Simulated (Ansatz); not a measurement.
**Be: Be → Sr**

Consider Be in the hcp (Mg type) structure (space group P6_3/mmc, No. 194; a = 2.263 Å, c = 3.563 Å).

Now apply this change: Sr takes the place of Be on all its sites, then cell and atoms are relaxed.

The values are results of r2SCAN, PAW, 500 eV (Ansatz, a first-principles code; without spin-orbit coupling), earlier PAW set, not measurements. Settings: 13×13×7 k-points, 0.05 eV Fermi–Dirac smearing, for the changed cell.

The volume per atom increases by 49.214 Å³ to 57.12 Å³ and the density goes up by 0.654 g/cm³, from 1.89 g/cm³ to 2.55 g/cm³. The lattice parameter a rises by 204.0 pm to 430.3 pm and the c/a ratio increases by 0.081 to 1.655. The space group remains P6_3/mmc (No. 194) and the shortest interatomic distance grows by 209.4 pm (220.9 pm → 430.3 pm). The band gap is still zero.

Final structure:

```
Sr
1.0
    4.30347     0.00000     0.00000
   -2.15174     3.72692     0.00000
    0.00000     0.00000     7.12230
Sr
2
Cartesian
  0.00000   2.48461   5.34173
  2.15174   1.24231   1.78058
```

Cost of the whole job for the changed cell (relaxation, final SCF and bands): about 4 core-minutes (a rough figure).

Stability against distortions was not tested. This is not the structure that Sr has at room temperature and ambient pressure.
